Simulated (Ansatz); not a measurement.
Input and output of a relaxation of cell and atoms for NiAuO2 (R-3m, 4 atoms in the cell) (Ansatz, an electronic-structure program).

Computed with LDA (PW92), PAW files made with PBE (plane waves; Ansatz).

```yaml
crystal:
  lattice:
    - [1.51302, 0.87355, 6.18201]
    - [-1.51302, 0.87355, 6.18201]
    - [0.00000, -1.74709, 6.18201]
  atoms:
    - { symbol: Ni, position: [0.50000, 0.50000, 0.50000], spin: 2.0 }
    - { symbol: Au, position: [0.00000, 0.00000, 0.00000] }
    - { symbol: O, position: [0.88767, 0.88767, 0.88767] }
    - { symbol: O, position: [0.11233, 0.11233, 0.11233] }
```
(The spins are starting values, not results.)

Reference input (self-consistent single point, DFT, LDA (PW92), plane waves, PAW files made with PBE): kpoints.mp_grid.grid = 8 8 8; hamiltonian.xc = lda; hamiltonian.pseudopotentials = {kind: paw} (an earlier, softer set of the program's PAW files); magnetization.spin_polarized = true; scf.occupations.method = gaussian; scf.occupations.width = 0.136 eV. This run's input differs from it in these lines:

```diff
@@ -19,2 +19,4 @@
   occupations: { method: gaussian, width: 0.136 }
+relax:
+  cell: {}
 output:
```

The program printed (abridged):

```
   [... SCF lines of the steps left out ...]
relax step   1: F+E_penalty+E_count = -19747.19190119 eV  Δ(F+E_penalty+E_count) = +0.000e0 eV  max|allowed force component| = 6.040e-1 eV/Å  Δτ_max = 0.0000 Å  P = -20.963 GPa  Ω = 49.024 Å³  (17 SCF iters, dr2 threshold 1.00e-7 eV, accepted)
relax step   2: F+E_penalty+E_count = -19747.58322474 eV  Δ(F+E_penalty+E_count) = -3.913e-1 eV  max|allowed force component| = 7.986e-1 eV/Å  Δτ_max = 0.0159 Å  P = -6.577 GPa  Ω = 44.546 Å³  energy of the carried Pulay correction = +1.349e-2 eV  [...]
   [... lines left out ...]
relax step   9: F+E_penalty+E_count = -19747.63830669 eV  Δ(F+E_penalty+E_count) = -3.778e-4 eV  max|allowed force component| = 2.551e-3 eV/Å  Δτ_max = 0.0003 Å  P = +0.035 GPa  Ω = 43.158 Å³  energy of the carried Pulay correction = +2.808e-4 eV  [...]
relax step  10: F+E_penalty+E_count = -19747.63799491 eV  Δ(F+E_penalty+E_count) = +3.118e-4 eV  max|allowed force component| = 2.506e-3 eV/Å  Δτ_max = 0.0000 Å  P = +0.027 GPa  Ω = 43.158 Å³  stress off target by 2.70e-2 GPa  SCF on the basis [...]
basis re-selected at this cell: Δ(F+E_penalty+E_count) = +3.118e-4 eV, ΔP = -0.008 GPa vs the last step
the relaxation is at rest under the 12 symmetry operations that the run kept from its start: a minimum is not shown …
the relaxation's final electronic state is not compared with the one that a single-point calculation of its input finds at the relaxed geometry …
Magnetization: 0.5836 μB (24.7918 up, 24.2082 down)
   [... lines left out ...]
Absolute magnetization: 0.6060 μB (∫|ρ↑−ρ↓|, with the PAW one-centre terms)
Free energy (F): -19747.637995 eV
Fermi energy:    15.130814 eV
  cell:  # Å, volume = 43.1579 Å³
   [... lines left out ...]
    - [-9.627047695669037e-33, -1.6650282795150206, 5.991912884960403]
  atoms:
    - { symbol: Ni, position: [0.5, 0.5, 0.5] }
    - { symbol: Au, position: [-9.499757955225235e-20, -9.499757955225284e-20, -9.499757955225341e-20] }
    - { symbol: O, position: [0.8863837418361566, 0.8863837418361566, 0.8863837418361566] }
    - { symbol: O, position: [0.11361625816384337, 0.11361625816384337, 0.11361625816384337] }
```

The run converged.  The full log also holds: “iter 6 did not close the SCF: its close was put off for a magnetic moment that had not settled (scf_convergence_deferred on its scf_iter line)”.

Summary of the result:
- Free energy E − TS (on the zero of these files) = -19747.6380 eV
- Fermi level (on the code's own zero) = 15.13 eV
- Pressure = 0.03 GPa
- Largest force (vector length) = 0.003 eV/Å
- Size of the cell's spin moment = 0.58 μB
- Final cell = a = b = c = 6.219 Å, α = β = γ = 26.81°
- Final volume per atom = 10.79 Å³
- Relaxation steps = 10

The starting cell comes from a database of computed structures (which also holds hypothetical and non-ambient phases and stackings), without a prior relaxation at this level. Its lattice was rescaled by a random factor within 2.5 % of one. The moments shrank to a small part of their start, a low-spin state that need not be the lowest. The relaxation keeps the symmetry of its start, so its end need not be a minimum. Ansatz's pressure includes its estimate of the finite-basis (Pulay) stress. Without the estimate this run gives -0.49 GPa.

Cost on one core of a shared machine: roughly 3 min.

Keys are those of Ansatz 0.2.
